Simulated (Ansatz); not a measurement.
Given:

```
CELL_PARAMETERS angstrom
      3.94146     0.00000     0.00000
      0.00000     3.94146     0.00000
      1.97073    -1.97073     2.86729
ATOMIC_POSITIONS crystal
  Ga 0.00000 0.00000 0.00000
  As 0.75000 0.75000 0.50000
```

No spin polarisation.

Method: plane-wave PAW DFT at the PBEsol level (Ansatz, a first-principles code, 420 eV), spin-orbit coupling left out. Settings: 10×10×10 k-points, 0.05 eV Fermi–Dirac smearing.

### Question
What gap character does the calculation give?

### Answer
Direct at Γ.

### Question
What is the computed electron mass?

### Answer
0.036 mₑ out of plane, 0.029 mₑ in plane (at Γ).

The cells carry an imposed strain or load. Effective masses come from finite differences of ±0.01 Å⁻¹. Stability against distortions was not tested. The cell was made from GaAs in the zinc blende structure (space group F-43m, No. 216) by this change: biaxial strain −1.50 %, plane normal [001], relaxed out of plane.
